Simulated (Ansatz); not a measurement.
Start from SnO2 in the rutile structure (space group P4_2/mnm, No. 136; a = 4.7224 Å, c = 3.1903 Å). Axes: x, y, z lie along a, b, c of the conventional cell.

Computed with LDA/PAW in Ansatz (an electronic-structure program), no spin-orbit coupling.

For the base:

| Item | Result |
|---|---|
| Valence-band top at Γ | 0.00, -0.80, -0.80 eV |
| Band gap | 1.16 eV |

Perturbation: the cell is compressed by 2.40 % along x with no lateral relaxation; the atoms relax in the strained cell.

**Question.** Estimate the effect on the valence-band top at Γ.

**Answer.** The valence-band top at Γ (three highest levels, from the VBM) goes from 0.00, -0.80, -0.80 eV to 0.00, -0.73, -0.83 eV.

**Question.** What does the calculation give for the band gap after the change?

**Answer.** The band gap rises by 0.27 eV to 1.43 eV.

Whether these cells are dynamically stable was not tested.
